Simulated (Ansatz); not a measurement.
Start from SnTe in the rock salt structure (space group Fm-3m, No. 225; a = 6.289 Å).

Structures relaxed with PBEsol (Ansatz, an electronic-structure program, PAW, spin-orbit coupling left out).

Base:

Simulated powder pattern, Co Kα, λ = 1.79026 Å (kinematic, ideal powder, no thermal factors, no anomalous dispersion; the 10 strongest lines at most, above 2 %, up to 2θ = 90°):

| 2θ (°) | I/Imax (%) | hkl |
|---|---|---|
| 33.08 | 100 | (200) |
| 47.48 | 74 | (220) |
| 59.08 | 26 | (222) |
| 69.41 | 12 | (400) |
| 79.07 | 34 | (420) |
| 88.42 | 27 | (422) |

One thing is altered: an isotropic linear strain of −2.50 %, atoms relaxed at fixed cell.

After the change:

Simulated powder pattern, Co Kα, λ = 1.79026 Å (kinematic, ideal powder, no thermal factors, no anomalous dispersion; the 10 strongest lines at most, above 2 %, up to 2θ = 90°):

| 2θ (°) | I/Imax (%) | hkl |
|---|---|---|
| 33.95 | 100 | (200) |
| 48.77 | 73 | (220) |
| 60.75 | 26 | (222) |
| 71.45 | 12 | (400) |
| 81.51 | 34 | (420) |

The indices refer to the base's conventional cell; one index is shown for lines that coincide.

No phonon test of stability was made.
